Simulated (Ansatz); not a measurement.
Defect: Y-vacancy pair (Y on one host Ce site, one O site vacant) in ceria, charge state +1. Level of theory: PBE, PAW (plane waves to 420 eV; Ansatz, an electronic-structure program).

Cell of 96 host sites held at the relaxed PBE lattice; one k-point at (0.250, 0.250, 0.250); Fermi-Dirac width 0.01 eV, spin-restricted; finite-size errors left in. No zero-point or tunnelling terms. Spin-orbit coupling is left out. The charge state is imposed; whether it is stable for some Fermi level was not computed. Forms of the defect that were not tried may lie lower.

Barriers: single points on a 2×2×2 k-point mesh shifted by half a step at the bands' geometries.

Relaxed starting cell (atoms counted from 1):

```
CELL_PARAMETERS angstrom
     10.92898     0.00000     0.00000
      0.00000    10.92898     0.00000
      0.00000     0.00000    10.92898
ATOMIC_POSITIONS crystal
  Y  0.98982 0.01018 0.00989
  Ce 0.99946 0.00055 0.49995
  Ce 0.99941 0.50023 0.00028
  Ce 0.99987 0.49861 0.49830
  Ce 0.49978 0.00054 0.00026
  Ce 0.50141 0.00010 0.49830
  Ce 0.50140 0.49859 0.99981
  Ce 0.49979 0.50018 0.49991
  O  0.12510 0.37501 0.37470
  O  0.12486 0.37513 0.87486
  O  0.12487 0.87517 0.37479
  O  0.62484 0.37511 0.37485
  O  0.62502 0.37497 0.87461
  O  0.62502 0.87488 0.37470
  O  0.62501 0.87514 0.87486
  O  0.12470 0.12434 0.37502
  O  0.12624 0.10699 0.87349
  O  0.12510 0.62557 0.37493
  O  0.12467 0.64373 0.87501
  O  0.62495 0.12522 0.37474
  O  0.62471 0.12429 0.87496
  O  0.62478 0.62492 0.37487
  O  0.62470 0.62553 0.87453
  Ce 0.99996 0.25019 0.24992
  Ce 0.99922 0.24804 0.75072
  Ce 0.99920 0.75103 0.24772
  Ce 0.99035 0.74298 0.74266
  Ce 0.49995 0.24982 0.24954
  Ce 0.50162 0.25162 0.74993
  Ce 0.50159 0.75020 0.25131
  Ce 0.49949 0.74984 0.74955
  O  0.12423 0.12797 0.12770
  O  0.12731 0.12722 0.62228
  O  0.12726 0.62256 0.12688
  O  0.12222 0.62335 0.62300
  O  0.62211 0.12439 0.12411
  O  0.62764 0.12481 0.62535
  O  0.62761 0.62564 0.12450
  O  0.62207 0.62550 0.62520
  O  0.12470 0.37529 0.12402
  O  0.12514 0.37528 0.62526
  O  0.12622 0.87377 0.10666
  O  0.12464 0.87538 0.64337
  O  0.62495 0.37502 0.12495
  O  0.62481 0.37518 0.62464
  O  0.62467 0.87525 0.12402
  O  0.62473 0.87484 0.62527
  Ce 0.24900 0.00080 0.24772
  Ce 0.25705 0.00966 0.74268
  Ce 0.24975 0.49840 0.25134
  Ce 0.25015 0.50057 0.74955
  Ce 0.74978 0.00001 0.24992
  Ce 0.75201 0.00078 0.75071
  Ce 0.75016 0.50003 0.24952
  Ce 0.74837 0.49838 0.74991
  O  0.37433 0.37242 0.12456
  O  0.37449 0.37794 0.62522
  O  0.37742 0.87273 0.12690
  O  0.37665 0.87782 0.62302
  O  0.87558 0.37790 0.12410
  O  0.87518 0.37237 0.62537
  O  0.87200 0.87579 0.12769
  O  0.87279 0.87272 0.62224
  O  0.37324 0.12257 0.12226
  O  0.37746 0.12815 0.62230
  O  0.37741 0.62259 0.12785
  O  0.37250 0.62754 0.62723
  O  0.87138 0.12865 0.12837
  O  0.87749 0.12255 0.62651
  O  0.87745 0.62678 0.12224
  O  0.87186 0.62254 0.62224
  Ce 0.24898 0.24803 0.00050
  Ce 0.24977 0.25165 0.49811
  Ce 0.25701 0.74297 0.00935
  Ce 0.25017 0.74984 0.50022
  Ce 0.74980 0.25020 0.99974
  Ce 0.75019 0.24980 0.49976
  Ce 0.75200 0.75099 0.00047
  Ce 0.74836 0.75019 0.49808
  O  0.37433 0.12483 0.37213
  O  0.37745 0.12721 0.87243
  O  0.37445 0.62551 0.37764
  O  0.37664 0.62333 0.87753
  O  0.87558 0.12439 0.37762
  O  0.87204 0.12799 0.87551
  O  0.87514 0.62565 0.37207
  O  0.87275 0.62255 0.87242
  O  0.37504 0.37519 0.37491
  O  0.37447 0.37525 0.87457
  O  0.37447 0.87486 0.37495
  O  0.35645 0.87536 0.87505
  O  0.87474 0.37502 0.37474
  O  0.87570 0.37531 0.87499
  O  0.87571 0.87527 0.37499
  O  0.89308 0.87377 0.87346
```
Cell charge +1.

End state 1 differs by these moves (Å; atoms that move under 0.08 Å are left out):

| atom | element | Δx | Δy | Δz |
|---|---|---|---|---|
| 1 | Y | 0.10 | -0.12 | -0.10 |
| 3 | Ce | -0.09 | -0.10 | 0.09 |
| 10 | O | 0.00 | 0.21 | 0.00 |
| 17 | O | 0.00 | 0.20 | 0.00 |
| 19 | O | 0.01 | 2.30 | -0.01 |
| 27 | Ce | 0.01 | 0.18 | 0.00 |
| 34 | O | -0.03 | 0.02 | -0.23 |
| 35 | O | 0.03 | 0.02 | 0.22 |
| 42 | O | 0.03 | 0.03 | 0.23 |
| 43 | O | -0.03 | 0.02 | -0.22 |
| 49 | Ce | -0.09 | -0.11 | 0.09 |
| 51 | Ce | 0.09 | -0.10 | -0.09 |
| 59 | O | -0.05 | -0.06 | 0.05 |
| 60 | O | -0.04 | -0.06 | 0.04 |
| 62 | O | 0.05 | -0.05 | -0.05 |
| 67 | O | 0.05 | -0.06 | -0.05 |
| 70 | O | -0.05 | -0.06 | 0.05 |
| 74 | Ce | 0.00 | 0.18 | -0.01 |
| 83 | O | -0.22 | 0.02 | -0.03 |
| 87 | O | 0.23 | 0.02 | 0.03 |
| 91 | O | 0.22 | 0.02 | 0.03 |
| 95 | O | -0.23 | 0.03 | -0.03 |

Task: Estimate the forward and backward barriers to end state 1 that PBE, PAW returns for this input.

Result: forward 0.52 eV, backward 0.34 eV; at the saddle point atom 19 has neighbours 2 Ce at 2.11 Å. The saddle point's order was not checked, and it lies on a symmetry element of the cell, where a band can be held.

End state 2 differs by these moves (Å; atoms that move under 0.08 Å are left out):

```json
[
 {"atom": "1", "element": "Y", "Δx": "0.00", "Δy": "0.00", "Δz": "-0.22"},
 {"atom": "11", "element": "O", "Δx": "0.00", "Δy": "0.00", "Δz": "-0.20"},
 {"atom": "17", "element": "O", "Δx": "-0.02", "Δy": "0.23", "Δz": "-0.01"},
 {"atom": "19", "element": "O", "Δx": "0.03", "Δy": "-0.23", "Δz": "-0.02"},
 {"atom": "26", "element": "Ce", "Δx": "-0.10", "Δy": "-0.09", "Δz": "0.10"},
 {"atom": "27", "element": "Ce", "Δx": "0.10", "Δy": "0.09", "Δz": "0.10"},
 {"atom": "32", "element": "O", "Δx": "0.02", "Δy": "-0.23", "Δz": "-0.01"},
 {"atom": "34", "element": "O", "Δx": "-0.03", "Δy": "0.23", "Δz": "-0.02"},
 {"atom": "42", "element": "O", "Δx": "0.00", "Δy": "0.00", "Δz": "-2.33"},
 {"atom": "43", "element": "O", "Δx": "0.00", "Δy": "0.00", "Δz": "-0.20"},
 {"atom": "48", "element": "Ce", "Δx": "0.09", "Δy": "0.10", "Δz": "0.10"},
 {"atom": "49", "element": "Ce", "Δx": "-0.09", "Δy": "-0.10", "Δz": "0.10"},
 {"atom": "58", "element": "O", "Δx": "-0.23", "Δy": "0.03", "Δz": "-0.02"},
 {"atom": "62", "element": "O", "Δx": "0.23", "Δy": "-0.02", "Δz": "-0.01"},
 {"atom": "64", "element": "O", "Δx": "0.05", "Δy": "0.05", "Δz": "0.06"},
 {"atom": "70", "element": "O", "Δx": "-0.05", "Δy": "-0.05", "Δz": "0.06"},
 {"atom": "74", "element": "Ce", "Δx": "0.00", "Δy": "0.00", "Δz": "-0.21"},
 {"atom": "81", "element": "O", "Δx": "-0.05", "Δy": "-0.05", "Δz": "0.06"},
 {"atom": "87", "element": "O", "Δx": "0.05", "Δy": "0.05", "Δz": "0.06"},
 {"atom": "91", "element": "O", "Δx": "0.23", "Δy": "-0.03", "Δz": "-0.02"},
 {"atom": "95", "element": "O", "Δx": "-0.23", "Δy": "0.02", "Δz": "-0.01"}
]
```

Task: What forward and backward barriers to end state 2 does PBE, PAW give?

Result: forward 0.49 eV, backward 0.49 eV; at the saddle point atom 42 has neighbours Ce at 2.04; Y at 2.17 Å. The saddle point's order was not checked, and it lies on a symmetry element of the cell, where a band can be held.
